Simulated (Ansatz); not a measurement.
# A computed series for TiC: alloy series

The parent structure is TiC in the rock salt structure (space group Fm-3m, No. 225).

TiC is taken in the cubic space group Fm-3m (No. 225), the rock salt structure, Pearson symbol cF8. Cell: a = b = c = 4.328 Å, α = β = γ = 90.00°. C on 4a sees 6 Ti at 2.164 Å (octahedral). Ti on 4b is surrounded by 6 C at 2.164 Å and 12 Ti at 3.060 Å. (Neighbours: up to the widest gap in distance over summed covalent radii, below 1.35, at either atom; cation-cation and far metal-metal contacts left out.)
(The calculation used a cell of 2 atoms; values per cell refer to that cell.)

The other end (x = 1) is TiGe in the rock salt structure (space group Fm-3m, No. 225; a hypothetical phase, not in the database extracts checked): 17.32 Å³/atom, gap zero; this end may not be an ambient phase.

Ge replaces a fraction x of C; each row is one arrangement (x, atoms in the cell, starting space group or random), fully relaxed.

Method: Ansatz (a program for electronic structure), r2SCAN, PAW, cutoff 500 eV, no SOC.

Candidates:
(a) x(Ge) = 0.333, 6 atoms, P-3m1
(b) x(Ge) = 0.5, 8 atoms, P4/nmm
(c) x(Ge) = 0.5, 4 atoms, R-3m

Notes on the quantities. deviation of the volume from the linear: Vegard-type) interpolation.

Question: Order them by deviation of the volume from the linear, lowest first.

Answer: (c) x(Ge) = 0.5, 4 atoms, R-3m (-2.1 %), (a) x(Ge) = 0.333, 6 atoms, P-3m1 (-1.4 %), (b) x(Ge) = 0.5, 8 atoms, P4/nmm (-0.4 %)

These are small ordered cells, not random alloys; other orderings at the same x differ. Whether these cells are dynamically stable was not tested. The final runs are not spin-polarised. Under x(Ge) = 0.333, 6 atoms, P-3m1 and x(Ge) = 0.5, 4 atoms, R-3m the cell changed shape so far that it is another structure.
